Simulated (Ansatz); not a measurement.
We consider TiAl3 (I4/mmm, No. 139), described by rVV10 (plane waves, PAW; Ansatz, a program for electronic structure).

The run printed, among other lines:

```
Crystal: 4 atoms, lattice volume = 63.335 Å³
Basis set: ecut = 520 eV, 1735 PW (Γ), exchange–correlation on 80×80×80 points (8 copies of the dense FFT grid, shifted against one another)
Bands: 15, of which v1, the nominal top of the filled ones, is band 11 counted from 1 (10 counted from 0)
Symmetry: 16 space group operations
Space group: I4/mmm (ITA 139), of the structure as read, at distance tolerance 4.0e-5 Å
k-points: 641 of 8000
Functional: x = rpw86, c = pbe(β = 0.06672455060314922) + rvv10(b = 6.3, C = 0.0093)
SCF iter   1: F=—  HF=-4162.001024 eV  |F-HF|=—  |Δ(HF+E_count)|=         —  Δρ=4.97e-3  dr2=2.67e-2
SCF iter   2: F=—  HF=-4161.997196 eV  |F-HF|=—  |Δ(HF+E_count)|=   3.83e-3  Δρ=2.06e-3  dr2=4.46e-3
  ...
SCF iter   6: F=—  HF=-4161.996479 eV  |F-HF|=—  |Δ(HF+E_count)|=   8.49e-7  Δρ=2.23e-6  dr2=4.34e-9
SCF iter   7: F=-4161.996479 eV  HF=-4161.996479 eV  |F-HF|=1.91e-10  |Δ(HF+E_count)|=  2.77e-10  Δρ=5.75e-7  dr2=2.72e-10
SCF 1 converged in 7 iterations: F = -4161.996479 eV  dr2 = 2.72e-10
SCF converged after 7 iterations
Free energy (F): -4161.996479 eV
Internal energy: -4161.982246 eV  (E = F + TS)
E sigma→0 (E₀):  -4161.989363 eV
Fermi energy:    9.543752 eV
--- Forces (eV/Å), atoms counted from 1 ---
  atom   1  Ti    -0.00000000     0.00000000     0.00000000
  atom   2  Al    -0.00000000     0.00000000    -0.00000000
  atom   3  Al     0.00000000     0.00000000     0.00000000
  atom   4  Al     0.00000000     0.00000000     0.00000000
--- Stress (GPa, compression-positive) ---
       -0.003630       0.000000       0.000000
        0.000000      -0.003630       0.000000
        0.000000      -0.000000      -0.007024
  P = ⅓ Tr σ = -0.0048 GPa (-0.048 kbar)
```

Task: Write an input file that could have produced this run (the log leaves some choices open).

Result: Several could match; the one computed here: 
Ansatz 0.2 input:
```yaml
crystal:
  lattice:
    - [-1.9184903538, 1.9184903538, 4.3019714647]
    - [1.9184903538, -1.9184903538, 4.3019714647]
    - [1.9184903538, 1.9184903538, -4.3019714647]
  atoms:
    - { symbol: Ti, position: [0.0, 0.0, 0.0] }
    - { symbol: Al, position: [0.5, 0.5, 0.0] }
    - { symbol: Al, position: [0.75, 0.25, 0.5] }
    - { symbol: Al, position: [0.25, 0.75, 0.5] }
basis:
  ecutwfc: 520
  ecutrho_ratio: 4
  xc_grid: 2
kpoints:
  mp_grid: { grid: [20, 20, 20] }
hamiltonian:
  xc: { exchange: rpw86, correlation: pbe }
  dispersion: rvv10
  pseudopotentials: { kind: paw }
scf:
  occupations: { method: fermi_dirac, width: 0.05 }
  convergence: { dr2_threshold: 0.0000000004 }
output:
  forces: true
  stress: true
  eigenvalues: true
```

The PAW data were made under PBE.
